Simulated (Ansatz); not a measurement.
# Effective masses and thermopower of MgSe (Fm-3m)

Here is the system:

```xyz
2
Lattice="0.0000 2.7247 2.7247 2.7247 0.0000 2.7247 2.7247 2.7247 0.0000" Properties=species:S:1:pos:R:3 pbc="T T T"
Mg     0.0000     0.0000     0.0000
Se     2.7247     2.7247     2.7247
```

The numbers are results of HSE06, rigid bands (plane waves, PAW, scalar-relativistic; Ansatz, a quantum-chemistry and plane-wave program), not measurements. Geometry: cell and atoms relaxed with PBEsol.

```
Item                                                                                                                                                           Value
---------------------------------------------------------------------------------------------------------------------------------------  ---------------------------
band gap                                                                                                                                                     2.68 eV
electron conductivity mass (300 K, dilute)                                                                                                                   0.29 mₑ
effective density of states N_c (300 K)                                                                                                                  1.2e19 cm⁻³
density-of-states mass, electrons                                                                                                                            0.62 mₑ
Seebeck coefficient, n-type 1e19 cm⁻³, 300 K                                                                                                               -239 μV/K
best n-type power factor at 300 K for τ = 10 fs (best axis; densities from 1e16 to 1e21 cm⁻³ tried, whether or not they can be reached)  6.9 μW/(cm·K²) at 3e19 cm⁻³
```

Rigid bands; masses and Seebeck coefficients take one relaxation time τ for all states and one kind of carrier; polarons and phonon drag are left out. Spin-orbit coupling is left out. Geometry: cell and atoms relaxed with PBEsol.
